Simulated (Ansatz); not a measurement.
Sb₂Se₃ (model structure, started from the A-La2O3 type, P-3m1, No. 164, 5 atoms in the cell), treated with LDA (Ansatz, an electronic-structure program, PAW).

Numerical settings: plane-wave cutoff 520 eV, 18×18×6 k mesh (along the axes of the cell as run), Fermi–Dirac smearing 0.05 eV, scalar-relativistic PAW data made under PBE.

Cell (relaxed with PBEsol):

```yaml
crystal:
  lattice:
    - [4.00337, 0.00000, 0.00000]
    - [-2.00168, 3.46702, 0.00000]
    - [0.00000, 0.00000, 9.78312]
  atoms:
    - { symbol: Sb, position: [0.33333, 0.66667, 0.19053] }
    - { symbol: Sb, position: [0.66667, 0.33333, 0.80947] }
    - { symbol: Se, position: [0.00000, 0.00000, 0.00000] }
    - { symbol: Se, position: [0.33333, 0.66667, 0.65056] }
    - { symbol: Se, position: [0.66667, 0.33333, 0.34944] }
```

Predict the band gap.


- band gap = 0.04 eV (under three smearing widths, so not firm)

Note: the relaxation could raise the start's symmetry but not lower it, so the cell can be a saddle point; cell and atoms aren't relaxed at this level (largest force component 0.09 eV/Å, pressure -1.4 GPa).

Spin–orbit coupling is not included; it can close the smallest gap of 0.04 eV.

Static lattice: no zero-point or thermal effects.

Computing time: around 90 core-seconds (rough).

A model structure was made by putting elements into a prototype or built by hand; it is no filed structure, need not be a known phase, and can be a saddle point held by its symmetry.
